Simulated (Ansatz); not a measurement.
# Pressure series in BAs

The parent structure is BAs in the zinc blende structure (space group F-43m, No. 216; a = 4.783 Å).

Cell and atoms are relaxed at each pressure.

The values are results of r2SCAN, PAW, 500 eV (Ansatz, a program for electronic structure; no spin-orbit coupling), earlier PAW set, not measurements.

```json
[
 {"P (GPa)": "-2.00", "V (Å³/atom)": "13.874"},
 {"P (GPa)": "-1.00", "V (Å³/atom)": "13.772"},
 {"P (GPa)": "0.30", "V (Å³/atom)": "13.645"},
 {"P (GPa)": "0.70", "V (Å³/atom)": "13.607"},
 {"P (GPa)": "1.50", "V (Å³/atom)": "13.532"},
 {"P (GPa)": "3.00", "V (Å³/atom)": "13.398"},
 {"P (GPa)": "5.01", "V (Å³/atom)": "13.228"},
 {"P (GPa)": "7.51", "V (Å³/atom)": "13.030"},
 {"P (GPa)": "10.01", "V (Å³/atom)": "12.846"}
]
```

A third-order Birch–Murnaghan fit to these points gives V₀ = 13.67 Å³/atom, B₀ = 141 GPa and B₀′ = 4.0. At pressure 10 GPa the volume is 93.9 % of V₀.

Load acts through the strain it causes; cell and atoms are relaxed under it. Stability against distortions was not tested. Competing high-pressure phases were not computed.
